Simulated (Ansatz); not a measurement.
Substrate model: Si(111) 1x1 surface, 6 top atoms, 3 bilayers, bottom bilayer H-capped and fixed, every top atom capped by Br; cell 11.5 x 6.6 Å; about 9 Å thick over its heavy atoms, 18 atoms held. Calculation: PBE-D3(BJ) (plane waves to 420 eV, PAW; Ansatz, an electronic-structure program). Sampling: 1x2x1 k points. The slab states were run without spin polarisation. No spin-orbit coupling. Results hold for this slab, coverage and mesh. Electronic energies at 0 K: ends relaxed, saddle points by climbing-image NEB or a search from the band's top, no zero-point energy. A partial Hessian shows a single imaginary mode at the top, within the atoms moved. The relaxed ends are local minima reached from one prepared geometry each.

Structure at the top of the path for: SiCl4 swaps its Cl for the surface Br.

```yaml
crystal:
  lattice:
    - [11.50074, 0.00000, 0.00000]
    - [0.00000, 6.63995, 0.00000]
    - [0.00000, 0.00000, 27.50000]
  atoms:
    - { symbol: Si, position: [0.99716, 0.00633, 0.34520] }
    - { symbol: Si, position: [0.16389, 0.50100, 0.34541] }
    - { symbol: Si, position: [0.16344, 0.17018, 0.31621] }
    - { symbol: Si, position: [0.00013, 0.67301, 0.31697] }
    - { symbol: Si, position: [0.16588, 0.16870, 0.23149] }
    - { symbol: Si, position: [0.00070, 0.67116, 0.23202] }
    - { symbol: Si, position: [0.00048, 0.33749, 0.20377] }
    - { symbol: Si, position: [0.16867, 0.83345, 0.20465] }
    - { symbol: Si, position: [0.00000, 0.33333, 0.11948] }
    - { symbol: Si, position: [0.16667, 0.83333, 0.11948] }
    - { symbol: Si, position: [0.16667, 0.50000, 0.09103] }
    - { symbol: Si, position: [0.00000, 0.00000, 0.09103] }
    - { symbol: H, position: [0.16658, 0.50035, 0.03636] }
    - { symbol: H, position: [0.99994, 0.00035, 0.03636] }
    - { symbol: Br, position: [0.99086, 0.01582, 0.42632] }
    - { symbol: Br, position: [0.14840, 0.47830, 0.42626] }
    - { symbol: Si, position: [0.32646, 0.99686, 0.34355] }
    - { symbol: Si, position: [0.49899, 0.50614, 0.35276] }
    - { symbol: Si, position: [0.49550, 0.17491, 0.31951] }
    - { symbol: Si, position: [0.33395, 0.66260, 0.31915] }
    - { symbol: Si, position: [0.49902, 0.16773, 0.23367] }
    - { symbol: Si, position: [0.33527, 0.66331, 0.23338] }
    - { symbol: Si, position: [0.33353, 0.33252, 0.20422] }
    - { symbol: Si, position: [0.50064, 0.83376, 0.20507] }
    - { symbol: Si, position: [0.33333, 0.33333, 0.11948] }
    - { symbol: Si, position: [0.50000, 0.83333, 0.11948] }
    - { symbol: Si, position: [0.50000, 0.50000, 0.09103] }
    - { symbol: Si, position: [0.33333, 0.00000, 0.09103] }
    - { symbol: H, position: [0.49991, 0.50035, 0.03636] }
    - { symbol: H, position: [0.33327, 0.00035, 0.03636] }
    - { symbol: Br, position: [0.28394, 0.93741, 0.42172] }
    - { symbol: Br, position: [0.55169, 0.71809, 0.43199] }
    - { symbol: Si, position: [0.66652, 0.01621, 0.34383] }
    - { symbol: Si, position: [0.83479, 0.50977, 0.34581] }
    - { symbol: Si, position: [0.83322, 0.17595, 0.31597] }
    - { symbol: Si, position: [0.66496, 0.67212, 0.32130] }
    - { symbol: Si, position: [0.83426, 0.17252, 0.23134] }
    - { symbol: Si, position: [0.66657, 0.66963, 0.23473] }
    - { symbol: Si, position: [0.66561, 0.33652, 0.20500] }
    - { symbol: Si, position: [0.83286, 0.83606, 0.20478] }
    - { symbol: Si, position: [0.66667, 0.33333, 0.11948] }
    - { symbol: Si, position: [0.83333, 0.83333, 0.11948] }
    - { symbol: Si, position: [0.83333, 0.50000, 0.09103] }
    - { symbol: Si, position: [0.66667, 0.00000, 0.09103] }
    - { symbol: H, position: [0.83324, 0.50035, 0.03636] }
    - { symbol: H, position: [0.66660, 0.00035, 0.03636] }
    - { symbol: Br, position: [0.69533, 0.11550, 0.42109] }
    - { symbol: Br, position: [0.84549, 0.54890, 0.42650] }
    - { symbol: Si, position: [0.46055, 0.49791, 0.49392] }
    - { symbol: Cl, position: [0.42823, 0.33089, 0.42065] }
    - { symbol: Cl, position: [0.40343, 0.75338, 0.52980] }
    - { symbol: Cl, position: [0.61545, 0.39835, 0.52198] }
    - { symbol: Cl, position: [0.34073, 0.29516, 0.52343] }
```

* **Forward barrier**: 3.02 eV
* **Backward barrier**: 3.00 eV
* **Steps of the saddle search**: 16
* **Barrier without the D3 term at these geometries**: 3.57 eV
* **Cost of this run**: about 70 core-minutes (a rough figure)
